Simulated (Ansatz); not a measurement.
Abridged Ansatz (a quantum-chemistry and plane-wave program) output:

```
Pseudopotential: Sn, paw, valence charge 14
Pseudopotential: Hf, paw, valence charge 26
Crystal: 3 atoms, lattice volume = 72.633 Å³
Basis set: ecut = 420 eV, 1411 PW (Γ), exchange–correlation on 64×64×64 points (8 copies of the dense FFT grid, shifted against one another)
Bands: 39, of which v1, the nominal top of the filled ones, is band 33 counted from 1 (32 counted from 0)
Symmetry: 48 space group operations
k-points: 72 of 1728
Functional: x = pbesol(κ = 0.804, μ = 0.12345679012345678), c = pbesol(β = 0.046)
SCF iter   1: F=—  HF=-37147.620802 eV  |F-HF|=—  |Δ(HF+E_count)|=         —  Δρ=4.30e-2  dr2=1.55e0  ethr=3.10e-3  ⟨swp⟩=5.8  Hψ=9536  notcnv=0
SCF iter   2: F=—  HF=-37147.278446 eV  |F-HF|=—  |Δ(HF+E_count)|=   3.42e-1  Δρ=2.45e-2  dr2=4.13e-1  ethr=2.34e-3  ⟨swp⟩=3.1  Hψ=5918  notcnv=0  defer=48
SCF 1 converged in 9 iterations: F = -37147.036043 eV  dr2 = 5.22e-11
SCF converged after 9 iterations
Free energy (F): -37147.036043 eV
Internal energy: -37147.009323 eV  (E = F + TS)
E sigma→0 (E₀):  -37147.022683 eV
Entropy (-TS):   -0.026720 eV (-8.907 meV/atom)
Fermi energy:    14.898251 eV
--- Forces (eV/Å), atoms counted from 1 ---
  atom   1  Sn     0.00000000    -0.00000000     0.00000000
  atom   2  Hf    -0.00000000     0.00000000    -0.00000000
  atom   3  Hf     0.00000000     0.00000000    -0.00000000
--- Stress (GPa, compression-positive) ---
       -0.000023       0.000000       0.000000
        0.000000      -0.000023       0.000000
       -0.000000       0.000000      -0.000023
  P = ⅓ Tr σ = -0.0000 GPa (-0.000 kbar)
```

Task: What was computed, and what are the main results?

Result: Hf2Sn, 3 atoms in the cell, with PBEsol (Ansatz, PAW, no spin-orbit coupling), earlier PAW set. The last SCF converged to F = -37147.036043 eV, or -12382.3453 eV per atom, at a pressure of 0.00 GPa. The total energy compares only with runs of the same code, potentials and settings.

Stability against distortions was not tested. The final runs are not spin-polarised. The cell was made from Mg2Sn by this change: Mg → Hf; the result is a hypothetical phase, not in the database extracts checked. Hf2Sn has a high density of states at the Fermi level and may be magnetic at this level.
